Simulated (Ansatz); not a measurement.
# The (311) surface of fcc Ni, ferromagnetic in its 1x1 cell, outermost plane spacing 1.06 Å in the ideal cut

Computed with PBE (plane waves to 420 eV, PAW; Ansatz, a first-principles code).

Model: 10-atom slab, 9.6 Å thick at the start (thin: gaps and levels are the slab's own), 16x9x1 mesh, Fermi-Dirac 0.1 eV, dipole correction, all atoms relaxed; held to the part of the start's symmetry that mesh and held atoms allow; spin-polarised, no spin-orbit, no U.

```yaml
surface energy (mean of both faces): 2.33 J/m²
surface_energy_before_relaxation: 2.40 J/m²
work_function_of_the_top_face: 4.69 eV
energy_released_by_relaxation: 0.088 eV
magnetic_moment_of_the_cell: 6.63 μB
cost: about 19 core-minutes (a rough figure)
```
